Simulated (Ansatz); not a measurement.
Gap of zincblende ZnS (F-43m) by level, hydrostatic pressure

```
ZnS
1.0
    0.00000     2.67815     2.67815
    2.67815     0.00000     2.67815
    2.67815     2.67815     0.00000
Zn S
1 1
Direct
  0.00000   0.00000   0.00000
  0.25000   0.25000   0.25000
```

The cells are shared (cell and atoms relaxed with PBEsol, then loaded; tension negative); 3 levels in Ansatz (a first-principles code). SOC is spin-orbit coupling.

```csv
Level,gap at -2.00 GPa (eV),gap unloaded (eV),gap at 2.00 GPa (eV)
PBEsol+SOC,1.952,2.067,2.170
PBE+SOC,2.089,2.206,2.312
r2SCAN+SOC,2.647,2.770,2.883
```

### Question
Compare the spread of the gaps with that of the shifts.

### Answer
Shifts from the unloaded gap: PBEsol+SOC -0.115 and 0.103 eV; PBE+SOC -0.117 and 0.106 eV; r2SCAN+SOC -0.123 and 0.113 eV. The unloaded gaps spread over 0.703 eV and the shifts over 0.010 eV, so the levels agree better on the shift. Adding the shifts of PBEsol+SOC to the unloaded gap of r2SCAN+SOC gives 2.655 and 2.873 eV, against 2.647 and 2.883 eV computed.

 Gaps are resolved to about 0.01 eV; the mean electron masses of the levels agree within half at each load. Every relaxation keeps the zincblende phase, so a transition, a distortion that breaks the symmetry or fracture can't show.
